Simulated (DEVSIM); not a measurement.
# abrupt Si n-p junction

System: abrupt Si n-p junction, at 400 K.

```tsv
layer (left to right)	material	thickness (μm)	Nd (cm⁻³)	Na (cm⁻³)	τn (s)	τp (s)
1	Si	87.0	1.4e17	-	6.2e-6	6.2e-6
2	Si	34.0	-	3.3e14	6.2e-6	6.2e-6
```

Left contact: ohmic. Right contact: ohmic. Voltage is applied to the left contact. Recombination: SRH at mid-gap, radiative, Auger. Mobility is μmin + (μ − μmin)/(1 + (N/Nref)^α).

The device is made up for the run: typed textbook-type constants, with dimensions and the other settings drawn at random. Values at 300 K; Nc and Nv go as T^1.5, mobilities as T to minus their exponent, the gap by Varshni's rule with the affinity fixed.

| parameter | Si |
|---|---|
| gap (eV) | 1.124 |
| affinity (eV) | 4.05 |
| permittivity | 11.7 |
| Nc (cm⁻³) | 2.86e19 |
| Nv (cm⁻³) | 3.1e19 |
| μn (cm²/Vs) | 1417 |
| μp (cm²/Vs) | 470 |
| μn,min | 52 |
| μp,min | 45 |
| Nref,n | 9.7e16 |
| Nref,p | 2.2e17 |
| αn | 0.68 |
| αp | 0.72 |
| T exponent of μn | 2.3 |
| T exponent of μp | 2.2 |
| B (cm³/s) | 4.7e-15 |
| Cn (cm⁶/s) | 2.8e-31 |
| Cp (cm⁶/s) | 9.9e-32 |
| Varshni α (eV/K) | 0.000473 |
| Varshni β (K) | 636 |

DEVSIM, 1D drift-diffusion, Boltzmann statistics, complete ionisation; no tunnelling, impact ionisation, image-force lowering or self-heating.

* **Potential step across the device at zero bias**: 0.489 V
* **Largest field in the device at zero bias**: 24000 V/cm
* **Dark forward voltage at 1 A/cm²**: 0.339 V
* **Dark forward voltage at 100 A/cm²**: 0.754 V

Small-signal capacitance in reverse bias (quasi-static):

| V (V) | C (nF/cm²) |
|---|---|
| 0.4 | 6.15 |
| 1 | 4.51 |
| 2 | 3.40 |
| 3 | 2.85 |
| 4 | 2.50 |
| 6 | 2.07 |
| 8 | 1.80 |
| 10 | 1.62 |
| 13 | 1.43 |
| 16 | 1.29 |
| 20 | 1.16 |

Dark forward current:

| V (V) | J (A/cm²) |
|---|---|
| -0.05 | -0.00040 |
| -0.10 | -0.0021 |
| -0.15 | -0.0090 |
| -0.20 | -0.037 |
| -0.30 | -0.46 |
| -0.35 | -1.3 |
| -0.40 | -3.0 |
| -0.45 | -6.6 |
| -0.50 | -13 |
| -0.55 | -23 |
| -0.60 | -37 |
| -0.70 | -75 |
| -0.75 | -98 |
| -0.80 | -120 |
| -0.85 | -150 |
| -0.90 | -180 |
| -0.95 | -210 |
| -1.05 | -270 |
| -1.10 | -300 |
| -1.15 | -340 |
| -1.20 | -370 |
| -1.25 | -400 |
| -1.30 | -440 |
| -1.35 | -470 |
| -1.45 | -530 |
| -1.50 | -560 |
| -1.55 | -590 |
| -1.60 | -610 |
